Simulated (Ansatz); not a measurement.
# CdTe (model structure, within 0.1 Å of P6₂22, No. 180, 6 atoms in the cell)

Method: LDA (PAW; Ansatz, a program for electronic structure).

Numerical settings: plane-wave cutoff 520 eV, 12×12×4 k mesh (along the axes of the cell as run), Fermi–Dirac smearing 0.01 eV, scalar-relativistic PAW data made under PBE.

Cell (relaxed at this level):

```cif
data_Cd3Te3
_chemical_formula_sum 'Cd3 Te3'
_space_group_name_H-M_alt 'P6222'
_space_group_IT_number 180
_space_group_name_Hall 'P 62 2 (0 0 4)'
_cell_length_a 4.47193
_cell_length_b 4.47193
_cell_length_c 10.13056
_cell_angle_alpha 90.000
_cell_angle_beta 90.000
_cell_angle_gamma 120.000
loop_
_atom_site_label
_atom_site_type_symbol
_atom_site_symmetry_multiplicity
_atom_site_Wyckoff_symbol
_atom_site_fract_x
_atom_site_fract_y
_atom_site_fract_z
_atom_site_occupancy
Cd1 Cd 3 c 0.50000 0.00000 0.00000 1
Te1 Te 3 d 0.50000 0.00000 0.50000 1
```

For CdTe (model structure, within 0.1 Å of P6₂22, No. 180, 6 atoms in the cell), the band gap is 0.07 eV and the smallest direct gap on the k points sampled comes out as 0.15 eV.

Spin–orbit coupling is not included; it can close the smallest gap of 0.07 eV.

The computed numbers hold no vibrational or temperature effects.

The result took roughly 2.2 core-minutes.

A model structure was made by putting elements into a prototype or built by hand; it is no filed structure, need not be a known phase, and can be a saddle point held by its symmetry.
